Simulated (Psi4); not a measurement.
Psi4 1.11, HF/cc-pvtz: N[Si@]1(F)CC=C1[SiH2]F, 15 atoms. The geometry is a generated start, not checked to be a minimum at this level.

```
Quantity                                         Result
-----------------------  ------------------------------
task                                             energy
method                                              scf
basis                                           cc-pvtz
scf_type                                   df (default)
guess                    auto, which took SAD (default)
diis_max_vecs                              10 (default)
scf_initial_accelerator                 adiis (default)
e_convergence                           1e-06 (default)
d_convergence                           1e-06 (default)
basis functions                                     346
```

On 4 threads. Build: conda-forge: OpenMP (LLVM), MKL, Libint2. Each setting ran once; only counts and results are compared.

Values of memory tried: 8 GB, 4 GB, 2 GB, 1 GB, 0.5 GB, 0.3 GB.

### Question
Which of these memory settings still run, and by which path?

### Answer
It runs down to 0.3 GB, the lowest tried, with the same result. At 8 GB: SCF: fitted integrals in core. From 0.5 GB down: SCF: fitted integrals on disk.

```csv
memory,path,peak memory
8 GB,SCF: fitted integrals in core,1.6 GiB
4 GB,SCF: fitted integrals in core,1.5 GiB
2 GB,SCF: fitted integrals in core,1.5 GiB
1 GB,SCF: fitted integrals in core,1.1 GiB
0.5 GB,SCF: fitted integrals on disk,0.83 GiB
0.3 GB,SCF: fitted integrals on disk,0.69 GiB
```

Peak memory is the kernel's count for the largest process, libraries included and scratch files not. The peak passes the setting at 1 GB, 0.5 GB, 0.3 GB: it is no hard cap.
